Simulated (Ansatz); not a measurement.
# How far to go with the plane-wave cutoff: Cd₃Pt (I4mm, 4 atoms in the cell)

```xyz
4
Lattice="-2.0864 2.0864 4.3373 2.0864 -2.0864 4.3373 2.0864 2.0864 -4.3373" Properties=species:S:1:pos:R:3 pbc="T T T"
Cd     0.0000     2.0864     2.1686
Cd     2.0864     0.0000     2.1686
Cd     0.0000     0.0000     4.3873
Pt     0.0000     0.0000     0.0000
```

Method of the run: LDA (PW92), default PAW files made with PBE (plane waves; Ansatz, a first-principles code).

Base settings: basis.ecutwfc = 420 eV; kpoints.mp_grid.grid = 7 7 7; hamiltonian.xc = lda; hamiltonian.pseudopotentials = {kind: paw} (the program's default PAW files); scf.occupations.method = fermi_dirac; scf.occupations.width = 0.1 eV.

The second cell is the first with its lattice scaled by 0.98.

The mesh stays at the base's, so the ladder's end is converged at best in this setting alone.

The first pressure column holds Ansatz's estimate of the finite-basis (Pulay) stress, which hides part of the cutoff error; the other is without it.

Only quantities that move along the ladder and can be compared are tabulated.

The count of work is k-points × plane waves × bands × iterations; it is no time. 

The starting cell comes from a database of computed structures (which also holds hypothetical and non-ambient phases and stackings), without a prior relaxation at this level. Its lattice was rescaled by up to half a per cent. One atom was moved a little off its site on purpose. Spin polarisation is off. In the base run, with a pressure of about -9 GPa the cell is away from its equilibrium volume at this level.

```tsv
basis.ecutwfc	free energy less the last step's (meV/atom)	energy of the compressed cell less the first (meV/atom)	pressure (GPa)	pressure without the Pulay estimate (GPa)	largest difference of a force vector from the last step's (eV/Å)	count of work / last
145 eV	85439.73	-449.70	-72.11	-2365.84	0.057	0.059
170 eV	37297.35	-583.23	-41.98	-1271.24	0.104	0.080
190 eV	18225.36	-2.25	-12.24	-726.47	0.630	0.081
210 eV	8505.55	69.00	7.73	-398.47	0.166	0.092
230 eV	3694.67	30.13	-4.28	-207.54	0.210	0.11
250 eV	1557.87	-25.40	-8.98	-106.47	0.065	0.12
295 eV	179.54	-43.15	-8.98	-24.68	0.008	0.16
335 eV	18.35	-41.22	-8.69	-10.82	0.002	0.19
380 eV	2.31	-40.75	-8.66	-8.73	0.000	0.24
420 eV	1.78	-40.81	-8.67	-8.70	0.000	0.27
460 eV	1.23	-40.84	-8.67	-8.70	0.000	0.31
505 eV	0.94	-40.84	-8.67	-8.68	0.000	0.36
565 eV	0.72	-40.85	-8.67	-8.69	0.000	0.43
630 eV	0.37	-40.86	-8.68	-8.69	0.000	0.49
735 eV	0.09	-40.86	-8.68	-8.68	0.000	0.62
840 eV	0.03	-40.86	-8.68	-8.68	0.000	0.77
1010 eV	0.00	-40.86	-8.68	-8.68	0.000	1.0
```

Coarsest basis.ecutwfc that holds the pressure without the Pulay estimate within 0.2 GPa of the last step, with all finer ones: 380 eV, at 0.24 of the last step's count of work; the step before is off by 2.1 GPa.

Coarsest basis.ecutwfc that holds the free energy within 2 meV/atom of the last step, with all finer ones: 420 eV, at 0.27 of the last step's count of work; the step before is off by 2.3 meV/atom.

Coarsest basis.ecutwfc that holds the energy of the compressed cell less the first within 0.2 meV/atom of the last step, with all finer ones: 380 eV, at 0.24 of the last step's count of work; the step before is off by 0.35 meV/atom.

The energy difference between the two cells stays within 1 meV/atom of the last step's from 335 eV on, the total only from 505 eV on: much of the error is common to both cells and cancels.

At the lowest cutoff the pressure without the Pulay estimate lies 2360 GPa under the last step's, the usual sign of Pulay stress in an incomplete plane-wave basis.

Keys are those of Ansatz 0.2.
